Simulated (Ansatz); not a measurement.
## Rb2PdC2 (P-3m1): band-edge transport data

Here is the system:

```yaml
crystal:
  lattice:
    - [5.33225, 0.00000, 0.00000]
    - [-2.66612, 4.61786, 0.00000]
    - [0.00000, 0.00000, 5.23729]
  atoms:
    - { symbol: Rb, position: [0.33333, 0.66667, 0.27883] }
    - { symbol: Rb, position: [0.66667, 0.33333, 0.72117] }
    - { symbol: Pd, position: [0.00000, 0.00000, 0.00000] }
    - { symbol: C, position: [0.00000, 0.00000, 0.62126] }
    - { symbol: C, position: [0.00000, 0.00000, 0.37874] }
```

Computed with PBEsol, rigid bands (plane waves, PAW, scalar-relativistic; Ansatz, a program for electronic structure). Cell: cell and atoms relaxed with PBEsol.

```
Property                                                                                                                                                          Result
---------------------------------------------------------------------------------------------------------------------------------------  -------------------------------
band gap                                                                                                                                                         1.50 eV
electron conductivity mass (300 K, dilute)                                                                                               0.88 (x), 0.88 (y), 0.23 (z) mₑ
effective density of states N_c (300 K)                                                                                                                      3.0e19 cm⁻³
density-of-states mass, electrons                                                                                                                                1.13 mₑ
Seebeck coefficient, n-type 1e19 cm⁻³, 300 K                                                                                                                   -312 μV/K
best n-type power factor at 300 K for τ = 10 fs (best axis; densities from 1e16 to 1e21 cm⁻³ tried, whether or not they can be reached)       21 μW/(cm·K²) at 1e20 cm⁻³
```

Rigid bands; masses and Seebeck coefficients take one relaxation time τ for all states and one kind of carrier; polarons and phonon drag are left out. Spin-orbit coupling is left out.

Formula and space group known from diffraction (Crystallography Open Database), not checked to be the room-temperature form: Rb2PdC2 (P-3m1).
